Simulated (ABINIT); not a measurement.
Worked example: self-consistent single point of Li2CuIrF6 (Fm-3m, 10 atoms in the cell) in ABINIT.

Level of theory: revPBE, PAW (JTH v2.0 PBE PAW, files made for PBE) (plane waves; ABINIT 10.0.3).

```
Li2CuIrF6
1.0
    0.00000     4.12305     4.12305
    4.12305     0.00000     4.12305
    4.12305     4.12305     0.00000
Li Cu Ir F
2 1 1 6
Cartesian
  2.06153   2.06153   2.06153
  6.18458   6.18458   6.18458
  4.12305   4.12305   4.12305
  0.00000   0.00000   0.00000
  4.12305   4.12305   2.05410
  4.12305   4.12305   6.19200
  2.05410   4.12305   4.12305
  6.19200   4.12305   4.12305
  4.12305   2.05410   4.12305
  4.12305   6.19200   4.12305
```

Reference input (self-consistent single point, DFT, PBEsol, plane waves, PAW (JTH v2.0 PBE PAW, files made for PBE)): pseudos = [Li.GGA_PBE-JTH.xml, Cu.GGA_PBE-JTH.xml, Ir.GGA_PBE-JTH.xml, F.GGA_PBE-JTH.xml]; ecut = 60 Ry; pawecutdg = 120 Ry; pawxcdev = 0; ixc = -116133; occopt = 1; ngkpt = 3 3 3; nshiftk = 1; shiftk = 0 0 0; potentials = JTH v2.0 PBE PAW; nband = 45; kptopt = 1. This run's input differs from it in these lines:

```diff
@@ -27,3 +27,3 @@
 pawxcdev 0
-ixc -116133
+ixc 14
 occopt 1
```

The program printed (abridged):

```
--- !BeginCycle
solver: {iscf: 17, nstep: 80, nline: 4, wfoptalg: 10, }
tolerances: {tolvrs: 1.00E-11, }
...

     iter   Etot(hartree)      deltaE(h)  residm     nres2
 ETOT  1  -429.77131606461    -4.298E+02 2.574E+01 5.920E+01
 ETOT  2  -436.64778787014    -6.876E+00 2.016E-01 3.394E+02
 ETOT  3  -436.34397947547     3.038E-01 9.367E-02 9.903E+01
 ETOT  4  -436.28038484862     6.359E-02 3.231E-02 4.111E+01
 ETOT  5  -436.25842583070     2.196E-02 9.703E-03 3.214E+01
   [... 14 lines left out ...]
 ETOT 20  -436.23928601658    -1.705E-13 7.798E-04 3.465E-10
 ETOT 21  -436.23928601659    -9.322E-12 1.903E-04 8.933E-11
 ETOT 22  -436.23928601661    -2.262E-11 8.640E-04 2.134E-11
 ETOT 23  -436.23928601659     1.467E-11 1.972E-04 5.100E-13
 At SCF step   23       nres2   =  5.10E-13 < tolvrs=  1.00E-11 =>converged.

 Cartesian components of stress tensor (hartree/bohr^3)
  sigma(1 1)= -5.38161009E-05  sigma(3 2)=  0.00000000E+00
  sigma(2 2)= -5.38161009E-05  sigma(3 1)=  0.00000000E+00
  sigma(3 3)= -5.38161009E-05  sigma(2 1)=  0.00000000E+00

 ----iterations are completed or convergence reached----

 reduced coordinates (array xred) for   10 atoms
       0.249999997812      0.249999997812      0.249999997812
       0.749999997812      0.749999997812      0.749999997812
       0.499999997812      0.499999997812      0.499999997812
      -0.000000002188     -0.000000002188     -0.000000002188
       0.249099998909      0.249099998909      0.750899996715
       0.750899996715      0.750899996715      0.249099998909
   [... lines left out ...]
 Fermi (or HOMO) energy (hartree) =   0.10039   Average Vxc (hartree)=  -0.30040
 Fermi (or HOMO) energy (eV) =   2.73166   Average Vxc (eV)=  -8.17424
   [... lines left out ...]
local_psp           : -4.21378452901768E+02
total_energy        : -4.36239285746827E+02
total_energy_eV     : -1.18706746592691E+04
...

-Cartesian components of stress tensor (GPa)         [Pressure=  1.5833E+00 GPa]
- sigma(1 1)= -1.58332409E+00  sigma(3 2)=  0.00000000E+00
- sigma(2 2)= -1.58332409E+00  sigma(3 1)=  0.00000000E+00
- sigma(3 3)= -1.58332409E+00  sigma(2 1)=  0.00000000E+00

 Calculation completed.
```

The run converged in 23 iterations. Against the reference run the pressure goes from -4.18 to 1.58 GPa, the largest force goes from 0.204 to 0.093 eV/Å and the gap on the mesh goes from 0.905 to 1.051 eV.

The starting cell comes from a database of computed structures (which also holds hypothetical and non-ambient phases and stackings), without a prior relaxation at this level. Spin-orbit coupling is off. The potentials were made for another functional than the one used.

Cost on one core of a shared machine: roughly 4 min.
